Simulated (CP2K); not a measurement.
Band structure of CsGeI3 (Cm, 5 atoms in the cell).

```
CELL_PARAMETERS angstrom
      6.25771     0.00000     0.00000
     -0.25270     6.25260     0.00000
     -0.14874    -0.15487     5.98478
ATOMIC_POSITIONS crystal
  Cs 0.08465 0.08465 0.41624
  Ge 0.62905 0.62905 0.88353
  I  0.57020 0.57020 0.40799
  I  0.07120 0.62090 0.90212
  I  0.62090 0.07120 0.90212
```

Computed with PBEsol, GPW, DZVP-MOLOPT-PBE-GTH basis, GTH-PBE potentials (POTENTIAL_UZH) (CP2K).

Settings: CUTOFF = 500 Ry; REL_CUTOFF = 50 Ry; SMEAR/METHOD = FERMI_DIRAC; ELECTRONIC_TEMPERATURE = 580.23 K; KPOINTS/SCHEME = MONKHORST-PACK 3 3 3; XC_FUNCTIONAL = PBE:PBESOL; Cs/BASIS_SET = DZVP-MOLOPT-PBE-GTH-q9; Cs/POTENTIAL = GTH-PBE-q9; Ge/BASIS_SET = DZVP-MOLOPT-PBE-GTH-q4; Ge/POTENTIAL = GTH-PBE-q4; I/BASIS_SET = DZVP-MOLOPT-PBE-GTH-q7; I/POTENTIAL = GTH-PBE-q7; METHOD = GPW; EPS_DEFAULT = 1e-11.

The starting cell comes from a database of computed structures (which also holds hypothetical and non-ambient phases and stackings), without a prior relaxation at this level. Spin-orbit coupling is off. Values carry the incompleteness of an atom-centred basis. The potentials were made for another functional than the one used.

Q: Predict the gap along the standard path and the places of the band edges.

A: The gap along the path is 0.98 eV, direct at I to within 0.01 eV. Another conduction valley lies within 0.1 eV, so the order of the valleys is not sure.

Levels in eV from the top of the valence band on the SCF mesh, bands 14 to 18:
```
point     14     15     16     17    18
-----  -----  -----  -----  -----  ----
Γ      -0.69  -0.55  -0.48  -0.43  3.61
Y      -0.19  -0.09   0.02   0.80  1.80
F      -0.18  -0.08   0.02   0.82  1.80
H      -0.19  -0.10   0.01   0.77  1.81
Z      -0.87  -0.78  -0.74   0.18  2.50
I      -0.18  -0.08   0.02   0.82  1.80
Y1     -0.19  -0.09   0.02   0.80  1.80
X      -0.99  -0.99  -0.18  -0.16  2.32
```

Higher empty bands are left out: an atom-centred basis made for the valence describes them poorly.
